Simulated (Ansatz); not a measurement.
LuAlO$_{3}$ (Pnma), PBEsol, rigid bands (Ansatz, a first-principles code): N_v = 1.69e20 cm⁻³ at 300 K and a hole conductivity mass of 4.58 mₑ along z (a = (5.33, 0.00, 0.00) Å; b = (0.00, 7.30, 0.00) Å; c = (0.00, 0.00, 5.08) Å).

Q: For 1e17 holes per cm³ at 300 K, place the Fermi level, estimate the Seebeck coefficient of a parabolic band with constant τ, and give mobility and conductivity for τ = 5 fs.

A: The level lies k_BT ln(N_v/p) = 0.192 eV above the valence-band maximum. S ≈ +(k_B/e)[ln(N_v/p) + 5/2] = 856 μV/K, against 901 μV/K from the full bands (mean over directions). μ = eτ/m = 1.92 cm²/(V·s) and σ = peμ = 0.0308 S/cm. τ is assumed, not computed.

Band transport and this doping are assumed; polarons and phonon drag are left out. Spin-orbit coupling is left out; where it splits the top of the valence band, N_v and the p-type Seebeck coefficient come out somewhat high without it.

Computed structure with no diffraction record at hand here (it may be known, metastable or hypothetical): LuAlO3 (Pnma).
